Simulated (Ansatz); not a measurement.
Cubic perovskite CsPbCl₃ (cubic high-temperature phase) was calculated with r²SCAN in Ansatz (PAW).

Run with plane-wave cutoff 560 eV, 6×6×6 k mesh, Fermi–Dirac smearing 0.01 eV, scalar-relativistic PAW data made under PBE.

The cell has the measured lattice: a = b = c = 5.605 Å, α = β = γ = 90.00°.

### Question
Estimate the band gap and direct gap at Γ that the calculation returns.

### Answer

- band gap: 2.29 eV
- direct gap at Γ: 6.54 eV

Note: held by symmetry at 0 K, a high-temperature phase can be a saddle point; cell and atoms aren't relaxed at this level (pressure 1.0 GPa).

Spin–orbit coupling is not included; with these elements it can move the gap by several tenths of an eV or more.

The result took about 29 core-seconds (a rough figure).

Ansatz is a program for electronic structure.
